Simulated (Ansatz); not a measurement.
SrO: response to strain

Take SrO in the rock salt structure (space group Fm-3m, No. 225; a = 5.1224 Å) as the base. Axes: x, y, z lie along the cube axes.

Strains are applied to the cell and any free atomic positions relax; under biaxial strain the out-of-plane vector relaxes too.

Computed with PBEsol, PAW, 420 eV (Ansatz, an electronic-structure program; no SOC).

Candidates:
(a) biaxial strain +1.50 %, plane normal [001], relaxed out of plane
(b) biaxial strain +1.00 %, plane normal [001], relaxed out of plane
(c) biaxial strain −1.50 %, plane normal [001], relaxed out of plane
(d) biaxial strain +2.00 %, plane normal [001], relaxed out of plane

Notes on the quantities. energy relative to the base: free energy F.

### Question
Order them by energy relative to the base, lowest first.

### Answer
(b) biaxial strain +1.00 %, plane normal [001], relaxed out of plane (+2.1 meV/atom), (a) biaxial strain +1.50 %, plane normal [001], relaxed out of plane (+4.6 meV/atom), (c) biaxial strain −1.50 %, plane normal [001], relaxed out of plane (+5.2 meV/atom), (d) biaxial strain +2.00 %, plane normal [001], relaxed out of plane (+8.0 meV/atom)

Stability against distortions was not tested.
